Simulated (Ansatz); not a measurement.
# Pressure series in hypothetical P6_3/mmc GeS2

Base system: GeS2 in the 2H-MoS2 type structure (space group P6_3/mmc, No. 194; a hypothetical phase, not in the database extracts checked; layered, stacked along the Cartesian z axis).

```
GeS2
1.0
    3.42754     0.00000     0.00000
   -1.71377     2.96834     0.00000
    0.00000     0.00000    10.62164
Ge S
2 4
Direct
  0.33333   0.66667   0.25000
  0.66667   0.33333   0.75000
  0.33333   0.66667   0.60589
  0.66667   0.33333   0.10589
  0.66667   0.33333   0.39411
  0.33333   0.66667   0.89411
```

Cell and atoms are relaxed at each pressure.

Computed with PBE-D3(BJ) (Ansatz, a program for electronic structure; PAW; 420 eV plane waves; no SOC), earlier PAW set.

| pressure (GPa) | volume per atom (Å³/atom) |
|---|---|
| -1 | 18.295 |
| 0 | 18.011 |
| 3 | 17.302 |
| 7 | 16.563 |
| 15 | 15.461 |
| 30 | ? |
| 50 | 12.667 |
| 75 | 11.473 |
| 100 | 10.579 |

Q: Fit the third-order Birch–Murnaghan form P(V) = (3B₀/2)[(V₀/V)^(7/3) − (V₀/V)^(5/3)]·[1 + (3/4)(B₀′ − 4)((V₀/V)^(2/3) − 1)] (squares taken in P) to the rows shown and predict the withheld row.

A: Least squares on the printed values gives V₀ = 17.958 Å³/atom, B₀ = 79.6 GPa, B₀′ = 3.4; this predicts 14.013 Å³/atom, and the run gives 14.005 Å³/atom, 0.008 lower.

Load acts through the strain it causes; cell and atoms are relaxed under it. Whether these cells are dynamically stable was not tested. Competing high-pressure phases were not computed. The final runs are not spin-polarised.
